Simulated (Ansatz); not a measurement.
## GeSb₂Te₄ (model structure, started from the GeSb2Te4 type, R-3m, No. 166, 7 atoms in the cell)

Method: LDA in Ansatz (PAW).

Settings: plane-wave cutoff 520 eV, 10×10×10 k mesh, Fermi–Dirac smearing 0.01 eV, scalar-relativistic PAW data made under PBE.

Cell (relaxed at this level):

```
GeSb2Te4
1.0
    2.10811     1.21712    13.24665
   -2.10811     1.21712    13.24665
    0.00000    -2.43423    13.24665
Ge Sb Te
1 2 4
Cartesian
  0.00000   0.00000   0.00000
  0.00000   0.00000  16.86689
  0.00000   0.00000  22.87306
  0.00000   0.00000   5.32768
  0.00000   0.00000  34.41226
  0.00000   0.00000  11.60176
  0.00000   0.00000  28.13819
```

```yaml
"Γ–Γ gap": 0.73 eV
bulk_modulus: 46.0 GPa
```

Note: the bulk modulus is −V dP/dV from two relaxed cells at ±2 % in volume; the relaxation could raise the start's symmetry but not lower it, so the cell can be a saddle point.

Spin–orbit coupling is not included; it can close the smallest gap of 0.05 eV.

Static lattice: no zero-point or thermal effects.

A model structure was made by putting elements into a prototype or built by hand; it is no filed structure, need not be a known phase, and can be a saddle point held by its symmetry.

Ansatz is an electronic-structure program.
